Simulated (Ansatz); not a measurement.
TiSi (Pnma, No. 62; cell taken from a computed entry) was calculated with r²SCAN+rVV10 (PAW; Ansatz, a first-principles code).

Numerical settings: plane-wave cutoff 500 eV, 6×12×8 k mesh (along the axes of the cell as run), Fermi–Dirac smearing 0.05 eV, no spin polarisation, scalar-relativistic PAW data made under PBE.

Computed at the level's own relaxed cell.

Q: Predict the equilibrium volume per atom.

A: 
- equilibrium volume per atom = 14.66 Å³/atom

The run finds no gap.

Note: the relaxation could not lower the start's symmetry, so the cell can be a saddle point above a distorted one.
